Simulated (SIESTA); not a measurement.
SIESTA run on AgBr (Fm-3m, 2 atoms in the cell): self-consistent single point.

Method of the run: LDA PW92, numerical atomic orbitals DZP, PseudoDojo LDA standard norm-conserving potentials (rewritten from UPF to PSML) (SIESTA).

```
CELL_PARAMETERS angstrom
      0.00000     2.88500     2.88500
      2.88500     0.00000     2.88500
      2.88500     2.88500     0.00000
ATOMIC_POSITIONS crystal
  Ag 0.00000 0.00000 0.00000
  Br 0.50000 0.50000 0.50000
```

Reference input (self-consistent single point, DFT, GGA PBE, numerical atomic orbitals DZP, PseudoDojo PBE standard norm-conserving potentials (rewritten from UPF to PSML)): XC.functional = GGA; XC.authors = PBE; potentials = PseudoDojo PBE standard; PAO.BasisSize = DZP; PAO.EnergyShift = 0.005 Ry; MeshCutoff = 300 Ry; kgrid.MonkhorstPack = 10 10 10; OccupationFunction = FD; ElectronicTemperature = 50 meV; MaxSCFIterations = 150; SCF.Mixer.Method = Broyden; SCF.Mixer.Weight = 0.25. This run's input differs from it in these lines:

```diff
@@ -1,2 +1,2 @@
-# files in the folder: Ag.psml Br.psml (PseudoDojo PBE standard)
+# files in the folder: Ag.psml Br.psml (PseudoDojo LDA standard)
 SystemName  AgBr
@@ -22,4 +22,4 @@
 
-XC.functional                GGA
-XC.authors                   PBE
+XC.functional                LDA
+XC.authors                   PW92
 PAO.BasisSize                DZP
```

Output, abridged:

```
        iscf     Eharris(eV)        E_KS(eV)     FreeEng(eV)     dDmax    Ef(eV) dHmax(eV)
   scf:    1    -4640.513721    -4644.110012    -4644.112751  0.533985 -3.135944 10.241623
   scf:    2    -4647.457257    -4646.176120    -4646.176198  0.401246 -4.002265  2.824139
   scf:    3    -4646.395589    -4646.322303    -4646.322312  0.139735 -4.225599  0.356224
   scf:    4    -4646.319721    -4646.323463    -4646.323467  0.041455 -4.333184  0.319199
   scf:    5    -4646.325620    -4646.325441    -4646.325447  0.022775 -4.304705  0.074987
   scf:    6    -4646.325524    -4646.325484    -4646.325490  0.001928 -4.312934  0.059219
   scf:    7    -4646.325581    -4646.325543    -4646.325549  0.002232 -4.319348  0.015205
   scf:    8    -4646.325549    -4646.325547    -4646.325553  0.000757 -4.321124  0.000849
   scf:    9    -4646.325547    -4646.325547    -4646.325553  0.000033 -4.321293  0.000171
SCF Convergence by DM+H criterion
max |DM_out - DM_in|         :     0.0000333207
max |H_out - H_in|      (eV) :     0.0001706295
SCF cycle converged after 9 iterations

Using DM_out to compute the final energy and forces

siesta: E_KS(eV) =            -4646.3255

siesta: E_KS - E_eggbox =     -4646.3255

siesta: Atomic forces (eV/Ang):
     1   -0.000000   -0.000000   -0.000000
     2    0.000000    0.000000    0.000000
   Tot    0.000000    0.000000    0.000000
   Max    0.000000
   Res    0.000000    sqrt( Sum f_i^2 / 3N )
   Max    0.000000    constrained

Stress tensor Voigt[x,y,z,yz,xz,xy] (kbar):       53.74       53.74       53.74        0.00        0.00        0.00
(Free)E + p*V (eV/cell)    -4647.9364
Target enthalpy (eV/cell)    -4646.3256

siesta: Program's energy decomposition (eV):
siesta: FreeEng =     -4646.325553

   [... lines left out ...]
siesta:     0.033542    0.000000    0.000000
siesta:     0.000000    0.033542    0.000000
siesta:     0.000000    0.000000    0.033542

siesta: Cell volume =         48.025008 Ang**3

siesta: Pressure (static):
siesta:                Solid            Molecule  Units
siesta:          -0.00036532         -0.00036532  Ry/Bohr**3
siesta:          -0.03354174         -0.03354174  eV/Ang**3
siesta:         -53.73979554        -53.73979576  kBar
```

The run converged in 9 iterations. Against the reference run the pressure goes from 1.10 to -5.37 GPa and the gap on the mesh goes from 1.041 to 0.737 eV.

The starting cell has typed, rounded lattice constants, without a prior relaxation at this level. Values carry the incompleteness of an atom-centred basis. With a pressure of about -5 GPa the cell is away from its equilibrium volume at this level.
